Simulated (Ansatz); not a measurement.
Partial pair distribution functions of a relaxed model of amorphous Si30N45P3, broadened by 0.06 Å; density 2.90 g/cm³. Calculation: PBE, scalar-relativistic without spin-orbit coupling (plane waves to 420 eV, PAW; Ansatz, a program for electronic structure).

Preparation: random packing, a CHGNet melt and quench, and a DFT relaxation. N atoms were pushed apart under 1.9 Å during the dynamics, to hinder bonds among them. The hot cell started wider than the set density and was brought back towards it in steps. It is the lowest in DFT energy of 2 quenches. It is a model cell: composition and starting density were chosen by hand, and all elements were melted together. No dispersion term was used. Its density started from a set value of 2.90 and ended at 2.90 g/cm³. Cooling (nominally 380 K/ps over its main leg) ran many orders faster than in experiment, which tends to leave more defects and strain. A cell of this size samples the disorder only roughly. The volume was held where the preparation left it and the shape relaxed, at a PBE pressure of -1.9 GPa (tension). Stress components on the final sampling reach 2.0 GPa. On a 2×2×2 Γ-centred mesh force components of up to 0.14 eV/Å stay, since the relaxation ran on the zone centre alone.

| r (Å) | g Si-N | g N-P | g Si-Si | g N-N |
|---|---|---|---|---|
| 1.35 | 0.00 | 0.01 | 0.00 | 0.00 |
| 1.45 | 0.00 | 0.69 | 0.00 | 0.00 |
| 1.55 | 0.16 | 6.46 | 0.00 | 0.00 |
| 1.65 | 3.60 | 11.27 | 0.00 | 0.00 |
| 1.75 | 10.24 | 4.77 | 0.00 | 0.00 |
| 1.85 | 5.40 | 0.36 | 0.00 | 0.00 |
| 1.95 | 0.75 | 0.00 | 0.00 | 0.00 |
| 2.05 | 0.03 | 0.00 | 0.00 | 0.00 |
| 2.15 | 0.07 | 0.00 | 0.00 | 0.00 |
| 2.25 | 0.12 | 0.00 | 0.00 | 0.03 |
| 2.35 | 0.10 | 0.00 | 0.14 | 0.29 |
| 2.45 | 0.01 | 0.00 | 0.80 | 0.78 |
| 2.55 | 0.08 | 0.00 | 0.85 | 1.30 |
| 2.65 | 0.15 | 0.00 | 0.33 | 2.27 |
| 2.75 | 0.24 | 0.06 | 1.24 | 3.08 |
| 2.85 | 0.26 | 0.41 | 2.07 | 3.40 |
| 2.95 | 0.48 | 0.21 | 2.70 | 2.52 |
| 3.05 | 0.60 | 0.35 | 3.23 | 1.76 |
| 3.15 | 0.64 | 0.52 | 1.98 | 1.49 |
| 3.25 | 0.85 | 1.19 | 1.82 | 1.06 |
| 3.35 | 0.86 | 1.09 | 1.25 | 0.66 |
| 3.45 | 1.01 | 0.89 | 0.77 | 0.40 |
| 3.55 | 1.29 | 1.63 | 0.60 | 0.39 |
| 3.65 | 1.17 | 1.59 | 0.53 | 0.45 |
| 3.75 | 1.16 | 1.34 | 0.47 | 0.43 |
| 3.85 | 1.30 | 2.07 | 0.52 | 0.44 |
| 3.95 | 1.40 | 2.15 | 0.56 | 0.63 |
| 4.05 | 1.60 | 1.68 | 0.62 | 0.65 |
| 4.15 | 1.71 | 1.29 | 0.60 | 0.64 |
| 4.25 | 1.65 | 1.32 | 0.62 | 0.55 |
| 4.35 | 1.52 | 1.50 | 0.85 | 0.70 |
| 4.45 | 1.40 | 1.39 | 1.04 | 0.83 |
| 4.55 | 1.16 | 0.54 | 1.24 | 0.94 |
| 4.65 | 0.94 | 0.34 | 1.20 | 1.11 |
| 4.75 | 0.60 | 0.20 | 1.10 | 1.24 |

Within 2.08 Å each Si has 3.97 N neighbours on average.
